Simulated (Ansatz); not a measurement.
The starting structures come from a database of crystals and need not be the phases stable at ambient conditions.

 Where the default PAW files enter, the runs use the earlier of Ansatz's two default sets.

# Evanescent states of PbI$_{2}$ (P6_3mc, not sure to be the ambient phase, 6 atoms a cell, 42.0 Å³ an atom) along the normal of (100)

These are PBEsol (plane waves, PAW; Ansatz, an electronic-structure program) values and carry that method's errors.

No gap correction and no spin-orbit coupling; mid-gap values are interpolated between computed energies.

Energies count from the valence-band top; κ is the least over a 8×2 mesh across the current.

| E (eV) | κ (1/Å) | where |
|---|---|---|
| 0.06 | 0.111 | Γ |
| 0.17 | 0.186 | off Γ |
| 0.28 | 0.199 | Γ |
| 0.39 | 0.202 | Γ |
| 0.49 | 0.203 | Γ |
| 0.60 | 0.204 | Γ |
| 0.71 | 0.203 | Γ |
| 0.82 | 0.202 | Γ |
| 0.94 | 0.199 | Γ |
| 1.04 | 0.195 | Γ |
| 1.16 | 0.190 | Γ |
| 1.26 | 0.183 | Γ |
| 1.38 | 0.175 | Γ |
| 1.49 | 0.166 | Γ |
| 1.59 | 0.154 | Γ |
| 1.71 | 0.140 | Γ |
| 1.81 | 0.122 | Γ |
| 1.93 | 0.099 | Γ |
| 2.04 | 0.063 | Γ |

Problem. How thick must the barrier be to attenuate the transmission by 10^6 when the electrodes' Fermi level lies at 1.49 eV, and what attenuation does that film give at 0.28 eV?

Solution. d = 6 ln 10 / (2 × 0.166) = 41.6 Å. At 0.28 eV it gives 6 × 0.199/0.166 = 7.2 decades.
